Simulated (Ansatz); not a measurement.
# Element substitutions in W

The parent structure is W in the bcc (W type) structure (space group Im-3m, No. 229).

```yaml
crystal:
  lattice:
    - [-1.57715, 1.57715, 1.57715]
    - [1.57715, -1.57715, 1.57715]
    - [1.57715, 1.57715, -1.57715]
  atoms:
    - { symbol: W, position: [0.00000, 0.00000, 0.00000] }
```

Each row replaces one element on all its sites; cell and atoms are relaxed.

Levels (all Ansatz, a quantum-chemistry and plane-wave program, PAW): PBEsol (420 eV, without spin-orbit coupling); r2SCAN (500 eV, no spin-orbit coupling).

Pressures by level, all at the geometries relaxed with PBEsol:

```tsv
case	PBEsol	r2SCAN
base	0.0 GPa	4.6 GPa
W → S	0.0 GPa	6.3 GPa
W → Sb	0.0 GPa	2.6 GPa
```

Single points use the geometry relaxed with PBEsol. Their cutoffs differ, which shifts pressures a little. No phonon test of stability was made. As relaxed here, S is a hypothetical phase, not in the database extracts checked. For Sb in this form, whether it has been made was not checked. The final runs are not spin-polarised. This is not the structure that Sb has at room temperature and ambient pressure.
